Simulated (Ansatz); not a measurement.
System: GeSb₂Te₄ (R3m, No. 160, 7 atoms in the cell; start mp-1224350). Method: PBEsol in Ansatz (PAW).

Settings: plane-wave cutoff 520 eV, 10×10×10 k mesh, Fermi–Dirac smearing 0.01 eV, scalar-relativistic PAW data made under PBE.

Cell (relaxed with PBE-D3(BJ)):

```
GeSb2Te4
1.0
    2.12795     1.22857    13.63211
   -2.12795     1.22857    13.63211
    0.00000    -2.45715    13.63211
Ge Sb Te
1 2 4
Direct
  0.43131   0.43131   0.43131
  0.57189   0.57189   0.57189
  0.00162   0.00162   0.00162
  0.13313   0.13313   0.13313
  0.86356   0.86356   0.86356
  0.28783   0.28783   0.28783
  0.71072   0.71072   0.71072
```

Problem. Give the computed band gap, smallest direct gap on the k points sampled and direct gap at Γ.

Solution. 
band gap: 0.24 eV
smallest direct gap on the k points sampled: 0.29 eV
direct gap at Γ: 0.61 eV

Note: cell and atoms aren't relaxed at this level (largest force component 0.23 eV/Å, pressure -0.8 GPa).

Spin–orbit coupling is not included; it can close the smallest gap of 0.24 eV.

The computed numbers hold no vibrational or temperature effects.

Computing time: about 4 core-minutes (a rough figure).

A start named mp-… is a Materials Project structure, which need not be a measured phase.

Ansatz is a first-principles code.
